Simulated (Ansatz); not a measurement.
An Ansatz (an electronic-structure program) input (HSE06/PAW in Ansatz, without spin-orbit coupling):

Ansatz 0.2 input:
```yaml
crystal:
  lattice:
    - [4.5056898954, 0, 0]
    - [-2.2528449477, 3.902041911, 0]
    - [0, 0, 4.9912933059]
  atoms:
    - { symbol: Se, position: [0.2170857774, 0, 0.8333333333] }
    - { symbol: Se, position: [0, 0.2170857774, 0.1666666667] }
    - { symbol: Se, position: [0.7829142226, 0.7829142226, 0.5] }
basis: { ecutwfc: 420, ecutrho_ratio: 4, xc_grid: 2, fft_grid_basis: typed }
kpoints: { mp_grid: { grid: [6, 6, 4] } }
hamiltonian:
  xc: hse06
  dispersion: none
  pseudopotentials: { kind: paw }
scf: { occupations: { method: fermi_dirac, width: 0.01 } }
output: { eigenvalues: true, eigenstates: { kpoints: [[0.5, 0, 0.5], [0.333333, 0.333333, 0.5], [0, 0, 0], [0, 0, 0.5]] } }
```

### Question
Which symmetry and how many k-points will the program report, and about how many plane waves at Γ?

### Answer
Space group P3121 (ITA 152) with 6 operations, k-points 24 of 144, and 1727 plane waves at Γ.

Single points use the geometry relaxed with r2SCAN. HSE06 gaps are upper bounds (no full band path). Stability against distortions was not tested. The cell is Se (space group P3_121, No. 152; made of chains).
